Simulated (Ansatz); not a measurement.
Zr: response to strain

Take Zr in the hcp (Mg type) structure (space group P6_3/mmc, No. 194) as the base.

```yaml
crystal:
  lattice:
    - [3.24602, 0.00000, 0.00000]
    - [-1.62301, 2.81113, 0.00000]
    - [0.00000, 0.00000, 5.15071]
  atoms:
    - { symbol: Zr, position: [0.33333, 0.66667, 0.75000] }
    - { symbol: Zr, position: [0.66667, 0.33333, 0.25000] }
```

Cartesian axes are those of the cell as printed.

Strains are applied to the cell and any free atomic positions relax; under biaxial strain the out-of-plane vector relaxes too.

Method: Kohn–Sham DFT with the r2SCAN functional, run in Ansatz (a first-principles code) with PAW and 500 eV plane waves, no spin-orbit coupling.

Notes on the quantities. pressure: mean of the normal stresses, compression positive.

```csv
variant,pressure,shortest interatomic distance,space group
base,0.0 GPa,318.5 pm,P6_3/mmc (No. 194)
"biaxial strain +2.16 %, plane normal [001], relaxed out of plane",-2.4 GPa,(withheld),P6_3/mmc (No. 194)
"biaxial strain +4.16 %, plane normal [001], relaxed out of plane",-4.3 GPa,317.4 pm,P6_3/mmc (No. 194)
uniaxial strain ε_xx = +3.56 %,-3.1 GPa,(withheld),Cmcm (No. 63)
uniaxial strain ε_zz = −0.77 %,0.8 GPa,316.9 pm,P6_3/mmc (No. 194)
tensor shear ε_xy = −3.73 %,0.1 GPa,314.2 pm,P2_1/m (No. 11)
```

Problem. Complete the table.

Solution. 
- biaxial strain +2.16 %, plane normal [001], relaxed out of plane, shortest interatomic distance: 317.8 pm
- uniaxial strain ε_xx = +3.56 %, shortest interatomic distance: 319.9 pm

Without a gap, meshes like the base's 16×16×9 leave anisotropic stresses uncertain by several tenths of a GPa, and small strain energies with them. No phonon test of stability was made. All final runs are without spin polarisation.
